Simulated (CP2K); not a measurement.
# Worked example: self-consistent single point of Ta₂O₅ (I4/mmm, 7 atoms in the cell) in CP2K

Method of the run: CP2K with LDA (Pade form), GPW, DZVP-MOLOPT-SR-GTH basis, GTH-PADE potentials (GTH_POTENTIALS).

This input was run:

```
&GLOBAL
  PROJECT bulk
  RUN_TYPE ENERGY_FORCE
  PRINT_LEVEL LOW
&END GLOBAL
&FORCE_EVAL
  METHOD Quickstep
  STRESS_TENSOR ANALYTICAL
  &DFT
    BASIS_SET_FILE_NAME BASIS_MOLOPT
    POTENTIAL_FILE_NAME GTH_POTENTIALS
    &QS
      METHOD GPW
      EPS_DEFAULT 1E-11
    &END QS
    &MGRID
      CUTOFF 500
      REL_CUTOFF 60
      NGRIDS 5
    &END MGRID
    &SCF
      SCF_GUESS ATOMIC
      EPS_SCF 1E-7
      MAX_SCF 100
      ADDED_MOS 10
      &DIAGONALIZATION
        ALGORITHM STANDARD
      &END DIAGONALIZATION
      &MIXING
        METHOD BROYDEN_MIXING
        ALPHA 0.2
        NBUFFER 10
        BETA 1
      &END MIXING
    &END SCF
    &KPOINTS
      SCHEME MONKHORST-PACK 6 6 6
      GAMMA_CENTERED T
    &END KPOINTS
    &XC
      &XC_FUNCTIONAL PADE
      &END XC_FUNCTIONAL
    &END XC
    &PRINT
      &MO
        EIGENVALUES T
        OCCUPATION_NUMBERS T
        NDIGITS 8
        FILENAME mo
        &EACH
          QS_SCF 0
        &END EACH
        ADD_LAST NUMERIC
      &END MO
      &MULLIKEN OFF
      &END MULLIKEN
    &END PRINT
  &END DFT
  &SUBSYS
    &CELL
      A 6.08614600 0.00000000 0.00000000
      B 1.46473500 5.90726000 0.00000000
      C -3.77544000 -2.95363000 3.75010500
      PERIODIC XYZ
    &END CELL
    &COORD
      Ta       1.49575402     1.17016913     0.00000000
      Ta       6.05512698     4.73709087     0.00000000
      O        0.00000000     0.00000000     0.00000000
      O        3.04307300     0.00000000     0.00000000
      O       -1.88772000    -1.47681500     1.87505250
      O        0.73236750     2.95363000     0.00000000
      O        1.88772050     1.47681500     1.87505250
    &END COORD
    &KIND Ta
      BASIS_SET DZVP-MOLOPT-SR-GTH
      POTENTIAL GTH-PADE-q13
    &END KIND
    &KIND O
      BASIS_SET DZVP-MOLOPT-SR-GTH
      POTENTIAL GTH-PADE-q6
    &END KIND
  &END SUBSYS
  &PRINT
    &FORCES ON
    &END FORCES
    &STRESS_TENSOR ON
    &END STRESS_TENSOR
  &END PRINT
&END FORCE_EVAL
```

Output (repeated stretches shortened):

```
 GLOBAL| Method name                                                        CP2K
 GLOBAL| Project name                                                       bulk
 GLOBAL| Run type                                                   ENERGY_FORCE

 TOTAL NUMBERS AND MAXIMUM NUMBERS

  Total number of            - Atomic kinds:                                   2
                             - Atoms:                                          7
                             - Shell sets:                                     7
                             - Shells:                                        41
                             - Primitive Cartesian functions:                 37
                             - Cartesian basis functions:                    132
                             - Spherical basis functions:                    117

  Maximum angular momentum of- Orbital basis functions:                        3
                             - Local part of the GTH pseudopotential:          2
                             - Non-local part of the GTH pseudopotential:      4

 SCF PARAMETERS         Density guess:                                    ATOMIC
                        max_scf:                                             100
                        max_diis:                                              4
                        eps_scf:                                        1.00E-07
                        eps_diis:                                       1.00E-01
                        eps_eigval:                                     1.00E-05
                        level_shift [a.u.]:                             0.000000
                        added MOs                                        10    0
                        Mixing method:                            BROYDEN_MIXING
                                                charge density mixing in g-space
                        No outer SCF

 Extrapolation method: initial_guess

 Number of electrons:                                                         56
 Number of occupied orbitals:                                                 28
 Number of molecular orbitals:                                                38

 Number of orbital functions:                                                117
 Number of independent orbital functions:                                    117

 SCF WAVEFUNCTION OPTIMIZATION

  Step     Update method      Time    Convergence         Total energy    Change
     1 NoMix/Diag. 0.20E+00      -     1.61537852      -196.9451641870 -1.97E+02
     2 Broy./Diag. 0.20E+00      -     0.16087397      -188.7371585027  8.21E+00
     3 Broy./Diag. 0.20E+00      -     0.23927489      -194.1441372239 -5.41E+00
     4 Broy./Diag. 0.20E+00      -     0.06361354      -197.7135157710 -3.57E+00
     5 Broy./Diag. 0.20E+00      -     0.05944339      -196.4576074929  1.26E+00
     6 Broy./Diag. 0.20E+00      -     0.01017355      -197.2180844436 -7.60E-01
     7 Broy./Diag. 0.20E+00      -     0.00624888      -197.1049146488  1.13E-01
   [... 10 lines left out ...]
    18 Broy./Diag. 0.20E+00      -     0.00000075      -197.1850528739  9.61E-07
    19 Broy./Diag. 0.20E+00      -     0.00000020      -197.1850528605  1.34E-08
    20 Broy./Diag. 0.20E+00      -     0.00000017      -197.1850519236  9.37E-07
    21 Broy./Diag. 0.20E+00      -     0.00000016      -197.1850478776  4.05E-06
    22 Broy./Diag. 0.20E+00      -     0.00000004      -197.1850463269  1.55E-06

  *** SCF run converged in    22 steps ***

  Electronic density on regular grids:        -55.9999999996        0.0000000004
  Core density on regular grids:               55.9999999996       -0.0000000004
  Total charge density on r-space grids:        0.0000000000
  Total charge density g-space grids:           0.0000000000

  Overlap energy of the core charge distribution:               0.00000032393535
  Self energy of the core charge distribution:               -378.41978517646356
  Core Hamiltonian energy:                                     96.79272023855759
  Hartree energy:                                             115.16620992891642
  Exchange-correlation energy:                                -30.72419164182870

  Total energy:                                              -197.18504632688288

 ENERGY| Total FORCE_EVAL ( QS ) energy [hartree]           -197.185047219388082

 FORCES| Atomic forces [hartree/bohr]
 FORCES|   Atom     x               y               z               |f|
 FORCES|      1  6.10283718E-04  4.77423628E-04  1.93625687E-08   7.74841621E-04
 FORCES|      2 -6.10285218E-04 -4.77421951E-04 -1.93625412E-08   7.74841769E-04
 FORCES|      3  6.75922289E-11 -5.66712171E-12 -2.58572287E-15   6.78293866E-11
 FORCES|      4 -5.18947228E-10  4.61063329E-10  5.24000943E-15   6.94179817E-10
 FORCES|      5  8.13803329E-10 -6.82539232E-10  8.14798252E-11   1.06525801E-09
 FORCES|      6  3.24203344E-10 -7.66138916E-10 -6.65800383E-16   8.31911442E-10
 FORCES|      7  8.13812180E-10 -6.82545422E-10 -8.14192896E-11   1.06526411E-09
 FORCES| Sum     3.23508355E-13  2.11712884E-12  8.99999339E-14
 FORCES| Total atomic force                                       2.14359328E-12

 STRESS| Analytical stress tensor [bar]
 STRESS|                        x                   y                   z
 STRESS|      x       -1.45728815950E+05   3.16117289651E+04  -8.99312888637E-02
 STRESS|      y        3.16117289651E+04  -1.61405331002E+05   1.90674312041E-02
 STRESS|      z       -8.99312888637E-02   1.90674312041E-02  -1.86135728690E+05
 STRESS| 1/3 Trace                                            -1.64423291880E+05
```

The run converged in 22 iterations.

The starting cell comes from a database of computed structures (which also holds hypothetical and non-ambient phases and stackings), without a prior relaxation at this level. Values carry the incompleteness of an atom-centred basis. With a pressure of about -16 GPa the cell is away from its equilibrium volume at this level.

Cost on one core of a shared machine: roughly 3 min.
